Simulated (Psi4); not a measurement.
Psi4 1.11, BP86/def2-svp: Si(H)(OH)2(NMe2) (CN(C)[SiH](O)O), 15 atoms. The geometry is a generated start, not checked to be a minimum at this level.

- task = energy
- method = bp86
- basis = def2-svp
- memory = 3 GB
- maxiter = 100
- keys of the molecule block = symmetry c1
- scf_type = df (default)
- e_convergence = 1e-06 (default)
- d_convergence = 1e-06 (default)
- dft_radial_points = 75 (default)
- dft_spherical_points = 302 (default)
- basis functions = 133
- grid points = 319031

```xyz
15

Si     0.9639    -0.0926     0.9759
O      2.0678     1.0687     0.7078
O      1.5330    -1.6145     0.9699
N     -0.2550     0.0261    -0.2402
C     -1.2333    -1.0206    -0.4129
C     -0.7658     1.3077    -0.6620
H      0.6257     0.1104     2.3719
H      2.4635     1.2182    -0.1459
H      1.7736    -2.0493     0.1551
H     -2.1430    -0.8234     0.1655
H     -0.8175    -1.9690    -0.0832
H     -1.5113    -1.0971    -1.4690
H     -1.6556     1.5986    -0.0907
H     -1.0413     1.2664    -1.7212
H     -0.0047     2.0707    -0.5211
```

With the defaults (diis = true, scf_initial_accelerator = adiis, damping_percentage = 0, level_shift = 0, level_shift_cutoff = 0.01, guess = auto, which took SAD, diis_max_vecs = 10, soscf = false, soscf_start_convergence = 0.01) it converges in 9 SCF iterations. One run each on 2 threads, with these changes:
- diis_max_vecs = 6
- soscf = true, soscf_start_convergence = 0.1
- guess = modhuckel
- diis = false, scf_initial_accelerator = none, damping_percentage = 60
- guess = sapgau
- guess = sadno
- level_shift = 0.1, level_shift_cutoff = 0.001
- guess = huckel
- soscf = true

Task: Which of these changes keep the SCF from converging, or lead it to another solution?

Result: No convergence: diis = false, scf_initial_accelerator = none, damping_percentage = 60 (the run ends without SCF convergence in 100 iterations). The rest reach the solution of the defaults.

```json
[
 {"setting": "soscf = true, soscf_start_convergence = 0.1", "SCF iterations": "6", "JK calls": "22", "end": "same solution"},
 {"setting": "soscf = true", "SCF iterations": "7", "JK calls": "23", "end": "same solution"},
 {"setting": "the defaults", "SCF iterations": "9", "JK calls": "10", "end": "same solution"},
 {"setting": "level_shift = 0.1, level_shift_cutoff = 0.001", "SCF iterations": "9", "JK calls": "10", "end": "same solution"},
 {"setting": "diis_max_vecs = 6", "SCF iterations": "10", "JK calls": "11", "end": "same solution"},
 {"setting": "guess = sadno", "SCF iterations": "10", "JK calls": "10", "end": "same solution"},
 {"setting": "guess = huckel", "SCF iterations": "10", "JK calls": "38", "end": "same solution"},
 {"setting": "guess = modhuckel", "SCF iterations": "10", "JK calls": "38", "end": "same solution"},
 {"setting": "guess = sapgau", "SCF iterations": "11", "JK calls": "11", "end": "same solution"},
 {"setting": "diis = false, scf_initial_accelerator = none, damping_percentage = 60", "SCF iterations": "100", "JK calls": "101", "end": "no convergence"}
]
```

An SOSCF iteration holds several JK calls; a Hückel guess adds calls on atoms.
